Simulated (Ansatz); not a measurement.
The reference is MgTe in the wurtzite structure (space group P6_3mc, No. 186; a = 4.5609 Å, c = 7.4128 Å).

Modification: an isotropic linear strain of −1.04 %, atoms relaxed at fixed cell.

Levels (all Ansatz, a program for electronic structure, PAW, earlier PAW set): PBEsol (420 eV, no SOC); HSE06 (420 eV, scalar-relativistic without spin-orbit coupling); PBEsol+SOC (420 eV, with spin-orbit coupling).

At the geometry relaxed with PBEsol, these levels gave the following band gaps, in shuffled order: (a) 2.26 eV, (b) 3.53 eV, (c) 2.53 eV.

Task: Match each gap to its level.

Result: (a) PBEsol+SOC; (b) HSE06; (c) PBEsol.

Single points use the geometry relaxed with PBEsol. The spin-orbit shifts are approximate. Spin-orbit coupling, missing from the scalar runs, can matter with Te. Whether these cells are dynamically stable was not tested.
